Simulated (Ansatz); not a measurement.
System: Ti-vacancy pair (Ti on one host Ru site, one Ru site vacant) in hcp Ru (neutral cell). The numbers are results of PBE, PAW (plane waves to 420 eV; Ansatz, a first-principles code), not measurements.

Cell of 36 host sites held at the relaxed PBE lattice; a 2×2×2 k-point mesh shifted by half a step along c; Fermi-Dirac width 0.10 eV, spin-restricted; finite-size errors left in. Energies are static. Forms of the defect that were not tried may lie lower.

Barriers: single points on a 4×4×4 k-point mesh shifted by half a step along c at the bands' geometries (they differ from the bands' own by up to 0.14 eV, and are uncertain by about as much).

A. direct exchange of Ti with the vacancy (Ti-vacancy distance between ideal sites 2.72 Å throughout); the atom moves 2.58 Å along (-0.95, 0.00, 0.00) of the unit cell; the moving atom starts with neighbours 2 Ru at 2.66, 5 Ru at 2.70, Ru at 2.73, Ru at 2.76, Ru at 2.77, Ru at 2.81 Å and ends with 2 Ru at 2.66, 5 Ru at 2.70, Ru at 2.73, Ru at 2.76, Ru at 2.77, Ru at 2.81 Å; the start lies 0.036 eV above the lowest site run; saddle order first order.
B. direct exchange of Ti with the vacancy (Ti-vacancy distance between ideal sites 2.66 Å throughout); the atom moves 2.43 Å along (-0.63, -0.32, 0.45) of the unit cell; the moving atom starts with neighbours 2 Ru at 2.64, 2 Ru at 2.69, 2 Ru at 2.73, 3 Ru at 2.76, 2 Ru at 2.76 Å and ends with 2 Ru at 2.64, 2 Ru at 2.69, 2 Ru at 2.73, 3 Ru at 2.76, 2 Ru at 2.76 Å; saddle order first order.

Question: Put the candidates in order of forward barrier, lowest first, for PBE, PAW.

Answer: B (0.71 eV), A (1.03 eV)
